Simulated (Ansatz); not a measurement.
# Pressure series in AlHO2

Take AlHO2 (space group Pnnm, No. 58; a cell from a computed database, its experimental status unchecked) as the base.

```
AlHO2
1.0
    4.15990     0.00000     0.00000
    0.00000     4.69434     0.00000
    0.00000     0.00000     2.84000
Al H O
2 2 4
Direct
  0.50000   0.50000   0.50000
  0.00000   0.00000   0.00000
  0.50000   0.00000   0.50000
  0.00000   0.50000   0.00000
  0.73944   0.14635   0.50000
  0.26056   0.85365   0.50000
  0.23944   0.35365   0.00000
  0.76056   0.64635   0.00000
```

Cell and atoms are relaxed at each pressure.

Levels (all Ansatz, a quantum-chemistry and plane-wave program, PAW): PBEsol (420 eV, scalar-relativistic without spin-orbit coupling); HSE06 (420 eV, without spin-orbit coupling).

```tsv
pressure (GPa)	band gap, PBEsol (eV)	band gap, HSE06 (eV)
-2	5.97	7.87
-1	6.03	7.94
0	6.08	8.00
0.3	6.10	8.01
0.7	6.12	8.04
1.5	6.16	8.09
3	6.24	8.17
5	?	?
7.5	6.48	8.42
```

### Question
Fit E_g = E₀ + αP + βP² to the rows shown and predict the withheld row.

### Answer
Least squares on the printed values gives 

- PBEsol: E₀ = 6.08 eV, α = 53.9 meV/GPa, β = -0.11 meV/GPa² (largest residual 0.00 eV); this predicts 6.35 eV, and the run gives 6.35 eV, in agreement
- HSE06: E₀ = 8.00 eV, α = 60.7 meV/GPa, β = -0.58 meV/GPa² (largest residual 0.01 eV); this predicts 8.29 eV, and the run gives 8.29 eV, in agreement.

Single points use the geometry relaxed with PBEsol. Load acts through the strain it causes; cell and atoms are relaxed under it. Stability against distortions was not tested. No other phases were tried under pressure.
